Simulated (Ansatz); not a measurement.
Take SrCl$_{2}$ in the fluorite structure (space group Fm-3m, No. 225; a = 7.041 Å) as the base.

Level of theory: Ansatz (a program for electronic structure) PBE, without spin-orbit coupling.

Strains are applied to the cell and any free atomic positions relax.

One change was made to it. Results:

The pressure goes from zero to -21.1 kbar; the electron mass becomes 0.39 mₑ (at Γ) (base: 0.38 mₑ (at Γ)); the width of the top valence band decreases by 0.093 eV, from 1.01 eV to 0.91 eV; the energy grows by 16 meV/atom.

### Question
What was done to the base?
(A) isotropic strain −2.50 %
(B) isotropic strain +0.50 %
(C) isotropic strain −2.00 %
(D) isotropic strain +2.50 %
(E) isotropic strain −1.50 %

### Answer
D, isotropic strain +2.50 %. For comparison, the energy relative to the base in the other runs: isotropic strain −2.50 % gives +19 meV/atom; isotropic strain +0.50 % gives +0.7 meV/atom; isotropic strain −1.50 % gives +6.5 meV/atom; isotropic strain −2.00 % gives +12 meV/atom.

The levels and masses belong to the bands next to the band gap. Effective masses come from finite differences of ±0.01 Å⁻¹. Whether these cells are dynamically stable was not tested.
